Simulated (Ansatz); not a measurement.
This Ansatz (a quantum-chemistry and plane-wave program) input is the reference run, ZnS in the wurtzite structure (space group P6_3mc, No. 186), computed with Kohn–Sham DFT with the PBE functional, run in Ansatz with PAW and 420 eV plane waves, without spin-orbit coupling, earlier PAW set:

Ansatz 0.2 input:
```yaml
crystal:
  lattice:
    - [3.845142275, 0, 0]
    - [-1.9225711375, 3.3299908913, 0]
    - [0, 0, 6.3057297784]
  atoms:
    - { symbol: Zn, position: [0.6666666667, 0.3333333333, 0.9998522258] }
    - { symbol: Zn, position: [0.3333333333, 0.6666666667, 0.4998522258] }
    - { symbol: S, position: [0.6666666667, 0.3333333333, 0.6253477742] }
    - { symbol: S, position: [0.3333333333, 0.6666666667, 0.1253477742] }
basis: { ecutwfc: 420, ecutrho_ratio: 4, xc_grid: 2, fft_grid_basis: typed }
kpoints: { mp_grid: { grid: [10, 10, 5] } }
hamiltonian:
  xc: pbe
  dispersion: none
  pseudopotentials: { azcp: { folder: ./paw }, kind: paw }
scf: { occupations: { method: fermi_dirac, width: 0.05 }, convergence: { dr2_threshold: 0.0000000004 } }
output: { forces: true, stress: true }
checkpoint: { write: state.ck, write_every: 1000 }
```

Task: Write the input for this change: every lattice vector is shortened by 0.85 %, atoms relaxed at fixed cell.

Result: 
Ansatz 0.2 input:
```yaml
crystal:
  lattice:
    - [3.8124585657, 0, 0]
    - [-1.9062292828, 3.3016859687, 0]
    - [0, 0, 6.2521310753]
  atoms:
    - { symbol: Zn, position: [0.6666666667, 0.3333333333, 0.9998522258] }
    - { symbol: Zn, position: [0.3333333333, 0.6666666667, 0.4998522258] }
    - { symbol: S, position: [0.6666666667, 0.3333333333, 0.6253477742] }
    - { symbol: S, position: [0.3333333333, 0.6666666667, 0.1253477742] }
basis: { ecutwfc: 420, ecutrho_ratio: 4, xc_grid: 2, fft_grid_basis: typed }
kpoints: { mp_grid: { grid: [10, 10, 5] } }
hamiltonian:
  xc: pbe
  dispersion: none
  pseudopotentials: { azcp: { folder: ./paw }, kind: paw }
scf: { occupations: { method: fermi_dirac, width: 0.05 }, convergence: { dr2_threshold: 0.0000000004 } }
relax: { f_tol: 0.005, max_steps: 50 }
output: { forces: true, stress: true }
checkpoint: { write: state.ck, write_every: 1000 }
```
This is the input that was run.

The cells carry an imposed strain or load. Stability against distortions was not tested.
